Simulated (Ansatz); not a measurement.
We consider LiSiN (model structure, started from the NaSnP type, P6₃mc, No. 186, 6 atoms in the cell), described by G0W0@PBEsol (hard PAW, contour deformation; Ansatz, a program for electronic structure).

The cell is the one relaxed with PBEsol. Conventional cell: a = 2.8158 Å, b = 2.8158 Å, c = 9.2236 Å, α = 90.00°, β = 90.00°, γ = 120.00°.

The quasiparticle gap at Γ at a fixed k mesh 3×3×1:

```csv
response cutoff,value (eV)
"200 eV, 747 empty bands",5.643
"250 eV, 1044 empty bands",5.650
"300 eV, 1373 empty bands",5.654
"400 eV, 2114 empty bands",5.657
```

Task: Taking the value to converge with the response cutoff E as E^(−3/2), extrapolate from the last two rows.

Result: With y = y∞ + c/w and weights w = 5196 and 8000 for the last two rows, y∞ = (w2 y2 − w1 y1)/(w2 − w1) = (8000 × 5.657 − 5196 × 5.654)/2804 = 5.663 eV, which lies 0.006 beyond the last row. Successive pairs of rows give 5.668, 5.667, 5.663. The limit also hangs on the law assumed, so its last digits aren't firm.

The other settings are not extrapolated, so this is the limit in one setting alone.

At the last cutoff the smallest gap on this mesh is 1.82 eV, with an edge away from Γ.

A model structure was made by putting elements into a prototype or built by hand; it is no filed structure, need not be a known phase, and can be a saddle point held by its symmetry.
